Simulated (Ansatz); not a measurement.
HfSiSe, response to strain

The parent structure is HfSiSe (space group P4/nmm, No. 129; a = 3.576 Å, c = 8.256 Å). Axes: x, y, z lie along a, b, c of the conventional cell.

Strains are applied to the cell and any free atomic positions relax; under biaxial strain the out-of-plane vector relaxes too.

All numbers come from DFT with PBEsol, PAW potentials and a 420 eV plane-wave cutoff in Ansatz (a first-principles code), no spin-orbit coupling.

Notes on the quantities. pressure: mean of the normal stresses, compression positive.

```json
[
 {"variant": "base", "volume per atom": "17.60 Å³", "pressure": "0.0 GPa", "space group": "P4/nmm (No. 129)"},
 {"variant": "biaxial strain +0.29 %, plane normal [001], relaxed out of plane", "volume per atom": "17.64 Å³", "pressure": "-0.4 GPa", "space group": "P4/nmm (No. 129)"},
 {"variant": "biaxial strain +3.43 %, plane normal [001], relaxed out of plane", "volume per atom": "18.31 Å³", "pressure": "-4.9 GPa", "space group": "P4/nmm (No. 129)"},
 {"variant": "uniaxial strain ε_xx = −4.81 %", "volume per atom": "16.75 Å³", "pressure": "7.3 GPa", "space group": "Pmmn (No. 59)"},
 {"variant": "uniaxial strain ε_xx = −1.32 %", "volume per atom": "17.37 Å³", "pressure": "1.8 GPa", "space group": "Pmmn (No. 59)"}
]
```

Without a gap, meshes like the base's 13×13×6 leave anisotropic stresses uncertain by several tenths of a GPa, and small strain energies with them. No phonon test of stability was made. All final runs are without spin polarisation.
